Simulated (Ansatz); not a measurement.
RuN₂ (Pnnm, No. 58, 6 atoms in the cell; start mp-607371), treated with LDA (PAW; Ansatz, an electronic-structure program).

Settings: plane-wave cutoff 520 eV, 14×12×20 k mesh (along the axes of the cell as run), Fermi–Dirac smearing 0.05 eV, no spin polarisation, scalar-relativistic PAW data made under PBE.

Cell (relaxed at this level):

```
RuN2
1.0
    4.03962     0.00000     0.00000
    0.00000     4.82529     0.00000
    0.00000     0.00000     2.65217
Ru N
2 4
Direct
  0.00000   0.00000   0.00000
  0.50000   0.50000   0.50000
  0.37729   0.90791   0.50000
  0.62271   0.09209   0.50000
  0.87729   0.59209   0.00000
  0.12271   0.40791   0.00000
```

Q: Give the computed bulk modulus B0.

A: 
* **bulk modulus B0**: 348 GPa

Note: the run has no spin polarisation, so it can have missed a magnetic state; the bulk modulus is −V dP/dV from two relaxed cells at ±2 % in volume; the relaxation could not lower the start's symmetry, so the cell can be a saddle point above a distorted one.

The computed numbers hold no vibrational or temperature effects.

The result took around 8 core-minutes (rough).

A start named mp-… is a Materials Project structure, which need not be a measured phase.
